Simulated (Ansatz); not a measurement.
Base system: Al2O3 in the corundum structure (space group R-3c, No. 167; a = 4.808 Å, c = 13.122 Å (hexagonal axes)).

Modification: a hydrostatic pressure of 2.1 GPa.

Level of theory: Ansatz (a quantum-chemistry and plane-wave program), PBE, PAW, cutoff 420 eV, spin-orbit coupling left out, earlier PAW set.

Base, band edges from the VBM (valence, conduction): Γ 0.00, 5.86; F -0.23, 9.37; S₂ -0.26, 9.20; S₀ -0.26, 9.20; L -0.25, 9.14; H₀ -0.47, 9.43; H₂ -0.47, 9.43; T -0.35, 8.37 eV.

Give the band edges at the high-symmetry points of the new zone, measured from its valence-band maximum.


```json
[
 {"point": "Γ", "valence edge (eV)": "0.00", "conduction edge (eV)": "5.97"},
 {"point": "T", "valence edge (eV)": "-0.36", "conduction edge (eV)": "8.46"},
 {"point": "H₂", "valence edge (eV)": "-0.48", "conduction edge (eV)": "9.52"},
 {"point": "H₀", "valence edge (eV)": "-0.48", "conduction edge (eV)": "9.52"},
 {"point": "L", "valence edge (eV)": "-0.26", "conduction edge (eV)": "9.24"},
 {"point": "S₀", "valence edge (eV)": "-0.27", "conduction edge (eV)": "9.30"},
 {"point": "S₂", "valence edge (eV)": "-0.27", "conduction edge (eV)": "9.30"},
 {"point": "F", "valence edge (eV)": "-0.24", "conduction edge (eV)": "9.48"}
]
```

The gap is 5.97 eV, direct at Γ.

Load acts through the strain it causes; cell and atoms are relaxed under it. Whether these cells are dynamically stable was not tested.
